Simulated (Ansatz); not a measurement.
Given:

End structure of a constructed model of the (0001) surface of hcp Ti, a pseudomorphic layer of Mg in the host's stacking (bottom of the slab: a bare face, its two planes held):

```
CELL_PARAMETERS angstrom
      2.93864     0.00000     0.00000
     -1.46932     2.54493     0.00000
      0.00000     0.00000    30.50000
ATOMIC_POSITIONS crystal
  Ti 0.66667 0.33333 0.26624
  Ti 0.33333 0.66667 0.34250
  Ti 0.66667 0.33333 0.41964
  Ti 0.33333 0.66667 0.49558
  Ti 0.66667 0.33333 0.57339
  Ti 0.33333 0.66667 0.64664
  Mg 0.66667 0.33333 0.73325
```

Set-up: 7 atoms, 14.3 Å thick at the start; mesh 15x15x1; 0.1 eV smearing; dipole correction on; 2 atoms held, the rest relaxed; held to the start's symmetry, so lower structures may exist; no spin, no spin-orbit, no U. It is one candidate, not shown to be the stable structure of the face.

Question: What is the computed work function of the top face (PBE in Ansatz, a quantum-chemistry and plane-wave program)?

Answer: 4.21 eV
